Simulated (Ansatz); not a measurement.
## GaN: isotropic strain −2.00 %

Take GaN in the zinc blende structure (space group F-43m, No. 216; a = 4.455 Å) as the base.

Perturbation: an isotropic linear strain of −2.00 %; the atoms relax in the strained cell.

Method: LDA in Ansatz (plane waves to 420 eV, PAW, without spin-orbit coupling). Settings: 13×13×13 k-points, 0.05 eV Fermi–Dirac smearing.

Volume per atom: 10.40 Å³ (base 11.06 Å³)
Space group: F-43m (No. 216) (base F-43m (No. 216))
Shortest interatomic distance: 1.891 Å (base 1.929 Å)
Energy relative to the base (free energy F): +27 meV/atom
Band gap: 2.35 eV (base 1.96 eV)
Gap character: direct at Γ (base direct at Γ)
Mean gap deformation potential ΔEg/Δln V: -6.5 eV
Width of the top valence band: 4.17 eV (base 3.86 eV)
Electron mass: 0.21 mₑ (at Γ) (base 0.18 mₑ (at Γ))
Hole mass (degenerate bands, along [100]): 0.21, 0.82, 0.82 mₑ (at Γ) (base 0.18, 0.85, 0.85 mₑ (at Γ))
Valley order (the lowest conduction-band minima on the path, energy above the VBM, named in the base's zone): Γ 2.35 eV; X along ⟨100⟩ 3.28 eV (base Γ 1.96 eV; X along ⟨100⟩ 3.27 eV)

Effective masses come from finite differences of ±0.01 Å⁻¹. No phonon test of stability was made. This is not the structure that GaN has at room temperature and ambient pressure.

Ansatz is a quantum-chemistry and plane-wave program.
